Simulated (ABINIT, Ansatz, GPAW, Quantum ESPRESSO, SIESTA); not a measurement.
## Code comparison for Sn2Pt (Fm-3m, 3 atoms in the cell)

Self-consistent single point.

```
CELL_PARAMETERS angstrom
      0.00000     3.24309     3.24309
      3.24309     0.00000     3.24309
      3.24309     3.24309     0.00000
ATOMIC_POSITIONS crystal
  Sn 0.75000 0.75000 0.75000
  Sn 0.25000 0.25000 0.25000
  Pt 0.00000 0.00000 0.00000
```

All programs got the same cell, k-point mesh and kind of occupations (in Ansatz's words: kpoints.mp_grid.grid = 12 12 12; scf.occupations.method = gaussian; scf.occupations.width = 0.02 Ry); potentials, basis and cutoffs are each program's usual ones.

| code | model | pressure (GPa) | k-points | cutoff |
|---|---|---|---|---|
| Ansatz | LDA (PW92), PAW files made with PBE | -3.86 | 72 | 30.9 Ry |
| GPAW | LDA (Perdew-Wang 92), GPAW PAW datasets LDA (gpaw-data 1.0.1) | -4.33 | 72 | 550 eV |
| ABINIT | LDA (PW92), norm-conserving pseudopotentials (PseudoDojo nc-sr-04 LDA standard) | -3.73 | 72 | 42 Ha |
| Quantum ESPRESSO | LDA (PZ), GBRV 1.5 ultrasoft (LDA) pseudopotentials | -4.20 | 72 | 40 Ry |
| SIESTA | LDA PW92, numerical atomic orbitals TZP, PseudoDojo LDA standard norm-conserving potentials (rewritten from UPF to PSML) | -3.70 | 948 | grid 300 Ry |

The spread over the programs that give each value: pressure within 0.63 GPa.

The starting cell comes from a database of computed structures (which also holds hypothetical and non-ambient phases and stackings), without a prior relaxation at this level. On Ansatz's run: Spin-orbit coupling is off. Spin polarisation is off. In the base run, with a pressure of about -4 GPa the cell is away from its equilibrium volume at this level.

Q: Why do the programs differ, and what cannot be compared?

A: Differences of this kind can come from the potentials, where these differ, and from what each basis and cutoff leave unconverged. The valence holds different numbers of electrons (Ansatz (a first-principles code) 46, GPAW 44, ABINIT 46, Quantum ESPRESSO 44, SIESTA 46). The zero of total energies and Fermi levels follows the potentials and each program's conventions, so they are not compared here. SIESTA uses small atom-centred bases, whose incompleteness enters pressures, forces and empty levels differently from a plane-wave cutoff. Ansatz's pressure is given at a fixed set of plane waves, as the other plane-wave codes print theirs. Ansatz's smearing width was typed in Ry to four decimals, so it matches the others to a few per cent. The same LDA comes in different parametrisations, which differ slightly. The programs reduce the same mesh by symmetry to different extents, which changes the work and not the result.

Left out of this page: Elk and FLEUR (not drawn, or without a comparable value).

Keys are those of Ansatz 0.2.
